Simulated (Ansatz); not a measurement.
**Mo in the bcc (W type) structure (space group Im-3m, No. 229)**

```
CELL_PARAMETERS angstrom
     -1.55569     1.55569     1.55569
      1.55569    -1.55569     1.55569
      1.55569     1.55569    -1.55569
ATOMIC_POSITIONS crystal
  Mo 0.00000 0.00000 0.00000
```

Level of theory: LDA in Ansatz (plane waves to 420 eV, PAW, no spin-orbit coupling). Settings: 21×21×21 k-points, 0.05 eV Fermi–Dirac smearing.

The volume per atom comes out as 15.06 Å³. The density comes out as 10.58 g/cm³ and the band gap is zero. The total energy is -4842.859 eV/atom (σ→0; compares only within this code and set-up).

Stability against distortions was not tested. All final runs are without spin polarisation.

Ansatz is a quantum-chemistry and plane-wave program.
